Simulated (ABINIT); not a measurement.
Input and output of a relaxation of cell and atoms for Sc (Fm-3m, 1 atom in the cell) (ABINIT).

Method: PBEsol-D3(BJ), PAW (JTH v2.0 PBE PAW, files made for PBE) (plane waves; ABINIT).

Input:

```
# Sc, JTH v2.0 PBE PAW
pp_dirpath "./"
pseudos "Sc.GGA_PBE-JTH.xml"
acell 6.0397964710 6.0397964710 6.0397964710
rprim
        -0.0000000000    0.7071067812    0.7071067812
         0.7071067812   -0.0000000000    0.7071067812
         0.7071067812    0.7071067812   -0.0000000000
natom 1
ntypat 1
znucl 21
typat 1
xred    0.0000000000    0.0000000000    0.0000000000
ecut 30
pawecutdg 60
pawxcdev 0
ixc -116133
vdw_xc 7
vdw_tol 1.0e-10
occopt 7
tsmear 0.1 eV
nband 11
kptopt 1
ngkpt 9 9 9
nshiftk 1
shiftk 0 0 0
nstep 100
tolvrs 1.0e-10
ionmov 2
ntime 40
tolmxf 5.0e-05
optcell 2
dilatmx 1.08
ecutsm 0.5
prtwf 0
prtden 0
prtvol 1
```

Output, abridged:

```
                       0  0  1   0  1  0   1  0  0       0  0 -1   0 -1  0  -1  0  0
                       1 -1  0   0 -1  0   0 -1  1      -1  1  0   0  1  0   0  1 -1
                       0  0 -1   1  0 -1   0  1 -1       0  0  1  -1  0  1   0 -1  1
                      -1  1  0  -1  0  1  -1  0  0       1 -1  0   1  0 -1   1  0  0
           tolvrs      1.00000000E-10
           tsmear      3.67493254E-03 Hartree
            typat      1
           useylm           1
           vdw_xc           7
            znucl       21.00000

 Perdew, Burke & Ernzerhof SOL
 J. P. Perdew, A. Ruzsinszky, G. I. Csonka, O. A. Vydrov, G. E. Scuseria, L. A. Constantin, X. Zhou, and K. Burke, Phys. Rev. Lett. 100, 136406 (2008)
 Perdew, Burke & Ernzerhof SOL
 J. P. Perdew, A. Ruzsinszky, G. I. Csonka, O. A. Vydrov, G. E. Scuseria, L. A. Constantin, X. Zhou, and K. Burke, Phys. Rev. Lett. 100, 136406 (2008)

 chkinp : ERROR -
  Van der Waals DFT-D correction (vdw_xc= 7) only available for the following XC functionals:
      GGA-PBE, GGA-BLYP, GGA-BP86, mGGA-TPSS, GGA-RevPBE, PBE0
  Action: change your pseudopotential file.

--- !ERROR
src_file: m_chkinp.F90
src_line: 4218
mpi_rank: 0
message: |
    Checking consistency of input data against itself gave 1 inconsistency.
    The details of the problem can be found above (or in output or log file).
    In parallel, the details might not even be printed there. Then, try running in sequential to see the details.
...

 abinit_abort: decision taken to exit. Check above messages for more info
Abort(13) on node 0 (rank 0 in comm 0): application called MPI_Abort(MPI_COMM_WORLD, 13) - process 0

 chkinp : ERROR -
  Van der Waals DFT-D correction (vdw_xc= 7) only available for the following XC functionals:
      GGA-PBE, GGA-BLYP, GGA-BP86, mGGA-TPSS, GGA-RevPBE, PBE0
  Action: change your pseudopotential file.

--- !ERROR
src_file: m_chkinp.F90
src_line: 4218
mpi_rank: 0
message: |
    Checking consistency of input data against itself gave 1 inconsistency.
    The details of the problem can be found above (or in output or log file).
    In parallel, the details might not even be printed there. Then, try running in sequential to see the details.
...
```

The program stopped before any SCF iteration. 

The starting cell comes from a database of published, mostly measured structures (it also holds non-ambient and calculated ones), without a prior relaxation at this level. The potentials were made for another functional than the one used.
